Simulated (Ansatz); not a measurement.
System: CdBr2 (P6₃mc, No. 186). Method: r²SCAN-D4 in Ansatz (PAW).

Numerical settings: plane-wave cutoff 500 eV, 12×12×4 k mesh (along the axes of the cell as run), gaussian smearing 0.02 eV, scalar-relativistic PAW data made under PBE.

Cell (relaxed at this level):

```yaml
crystal:
  lattice:
    - [3.99539, 0.00000, 0.00000]
    - [-1.99769, 3.46011, 0.00000]
    - [0.00000, 0.00000, 12.70955]
  atoms:
    - { symbol: Cd, position: [0.66667, 0.33333, 0.87499] }
    - { symbol: Cd, position: [0.33333, 0.66667, 0.37499] }
    - { symbol: Br, position: [0.00000, 0.00000, 0.75201] }
    - { symbol: Br, position: [0.00000, 0.00000, 0.25201] }
    - { symbol: Br, position: [0.33333, 0.66667, 0.99800] }
    - { symbol: Br, position: [0.66667, 0.33333, 0.49800] }
```

**Question.** Predict the band gap.

**Answer.** 
* **band gap**: 3.50 eV (on the SCF k mesh)

Spin–orbit coupling is not included.

Static lattice: no zero-point or thermal effects.

Cost on a shared machine: about 7 core-minutes (a rough figure).

Ansatz is a quantum-chemistry and plane-wave program.
